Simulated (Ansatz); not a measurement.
SnC 21R (hccchcc) (a stacking that need not occur in nature), space group R3m.

```yaml
crystal:
  lattice:
    - [3.59543, 0.00000, 0.00000]
    - [-1.79771, 3.11373, 0.00000]
    - [0.00000, 0.00000, 61.69049]
  atoms:
    - { symbol: Sn, position: [0.00000, 0.00000, 0.99999] }
    - { symbol: C, position: [0.00000, 0.00000, 0.03577] }
    - { symbol: Sn, position: [0.66667, 0.33333, 0.04762] }
    - { symbol: C, position: [0.66667, 0.33333, 0.08333] }
    - { symbol: Sn, position: [0.33333, 0.66667, 0.09523] }
    - { symbol: C, position: [0.33333, 0.66667, 0.13095] }
    - { symbol: Sn, position: [0.00000, 0.00000, 0.14284] }
    - { symbol: C, position: [0.00000, 0.00000, 0.17854] }
    - { symbol: Sn, position: [0.66667, 0.33333, 0.19047] }
    - { symbol: C, position: [0.66667, 0.33333, 0.22625] }
    - { symbol: Sn, position: [0.00000, 0.00000, 0.23810] }
    - { symbol: C, position: [0.00000, 0.00000, 0.27381] }
    - { symbol: Sn, position: [0.33333, 0.66667, 0.28570] }
    - { symbol: C, position: [0.33333, 0.66667, 0.32140] }
    - { symbol: Sn, position: [0.66667, 0.33333, 0.33333] }
    - { symbol: C, position: [0.66667, 0.33333, 0.36911] }
    - { symbol: Sn, position: [0.33333, 0.66667, 0.38095] }
    - { symbol: C, position: [0.33333, 0.66667, 0.41667] }
    - { symbol: Sn, position: [0.00000, 0.00000, 0.42856] }
    - { symbol: C, position: [0.00000, 0.00000, 0.46428] }
    - { symbol: Sn, position: [0.66667, 0.33333, 0.47617] }
    - { symbol: C, position: [0.66667, 0.33333, 0.51187] }
    - { symbol: Sn, position: [0.33333, 0.66667, 0.52380] }
    - { symbol: C, position: [0.33333, 0.66667, 0.55958] }
    - { symbol: Sn, position: [0.66667, 0.33333, 0.57143] }
    - { symbol: C, position: [0.66667, 0.33333, 0.60714] }
    - { symbol: Sn, position: [0.00000, 0.00000, 0.61903] }
    - { symbol: C, position: [0.00000, 0.00000, 0.65473] }
    - { symbol: Sn, position: [0.33333, 0.66667, 0.66666] }
    - { symbol: C, position: [0.33333, 0.66667, 0.70244] }
    - { symbol: Sn, position: [0.00000, 0.00000, 0.71429] }
    - { symbol: C, position: [0.00000, 0.00000, 0.75000] }
    - { symbol: Sn, position: [0.66667, 0.33333, 0.76189] }
    - { symbol: C, position: [0.66667, 0.33333, 0.79762] }
    - { symbol: Sn, position: [0.33333, 0.66667, 0.80951] }
    - { symbol: C, position: [0.33333, 0.66667, 0.84521] }
    - { symbol: Sn, position: [0.00000, 0.00000, 0.85714] }
    - { symbol: C, position: [0.00000, 0.00000, 0.89292] }
    - { symbol: Sn, position: [0.33333, 0.66667, 0.90476] }
    - { symbol: C, position: [0.33333, 0.66667, 0.94048] }
    - { symbol: Sn, position: [0.66667, 0.33333, 0.95236] }
    - { symbol: C, position: [0.66667, 0.33333, 0.98806] }
```

Method: PBE (plane waves to 420 eV, PAW; Ansatz, a quantum-chemistry and plane-wave program). No spin–orbit coupling. Its k-point mesh 9×9×1, Fermi–Dirac width 0.01 eV.

List the levels next to the gap at Γ of this cell's own (folded) zone, from the top of the valence band (the table ends after a fixed count of bands, which can cut a degenerate set).


```csv
band,E − E_v (eV)
v4,-0.033
v3,-0.030
v2,0.000
v1,0.000
c1,0.669
c2,1.030
c3,1.030
c4,1.503
```
